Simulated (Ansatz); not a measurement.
Results of LDA (Ansatz, an electronic-structure program, PAW) for L1₀ (CuAu-type) TiAl.

Numerical settings: plane-wave cutoff 520 eV, 20×20×14 k mesh (along the axes of the cell as run), Fermi–Dirac smearing 0.05 eV, no spin polarisation, scalar-relativistic PAW data made under PBE.

Computed points:

```tsv
V (Å³/atom)	E − E_lowest (meV/atom)	P (GPa)
14.688	10.41	5.63
14.994	2.52	2.68
15.300	0.00	0.00
15.606	2.35	-2.42
15.912	9.11	-4.62
```

Problem. Estimate the bulk modulus from the pressures at 14.994 and 15.606 Å³/atom, and compare it with a fit to all energies.

Solution. B = −V dP/dV. Between V = 14.994 and 15.606 Å³/atom, dP/dV = (-2.42 − (2.68))/(15.606 − 14.994) = -8.33 GPa per Å³/atom; at the midpoint 15.300 Å³/atom this gives B ≈ 127 GPa. The third-order Birch–Murnaghan fit gives V0 = 15.300 Å³/atom, B0 = 127 GPa, B′ = 3.9, which lies within 1 % of that estimate.

Shape and atoms are relaxed at each volume.

Note: the bulk modulus comes from volumes at which shape and atoms were relaxed.

The computed numbers hold no vibrational or temperature effects.
